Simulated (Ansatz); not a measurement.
Hypothetical anti-CdI2 type W2N, pressure series

Start from W2N in the anti-CdI2 type structure (space group P-3m1, No. 164; a = 2.822 Å, c = 5.375 Å; a hypothetical phase, not in the database extracts checked).

Cell and atoms are relaxed at each pressure.

The values are results of PBE (Ansatz, a first-principles code), no SOC, not measurements.

Two rows of this table had their results exchanged by mistake.

| pressure | volume per atom (Å³) | shortest distance (Å) | band gap |
|---|---|---|---|
| pressure −2 GPa | 12.43 | 2.182 | zero |
| pressure −1 GPa | 12.39 | 2.180 | zero |
| pressure 0.3 GPa | 12.34 | 2.178 | zero |
| pressure 0.7 GPa | 12.33 | 2.177 | zero |
| pressure 1.5 GPa | 12.30 | 2.176 | zero |
| pressure 3 GPa | 12.25 | 2.173 | zero |
| pressure 5 GPa | 12.01 | 2.160 | zero |
| pressure 7.5 GPa | 12.09 | 2.165 | zero |
| pressure 10 GPa | 12.18 | 2.169 | zero |

Which two?

The rows for pressure 5 GPa and pressure 10 GPa: the volume has to fall steadily with pressure, so 12.18 Å³ belongs to pressure 5 GPa and 12.01 Å³ to pressure 10 GPa.

Load acts through the strain it causes; cell and atoms are relaxed under it. No phonon test of stability was made. Competing high-pressure phases were not computed. The final runs are not spin-polarised. An odd electron count without spin: W2N.
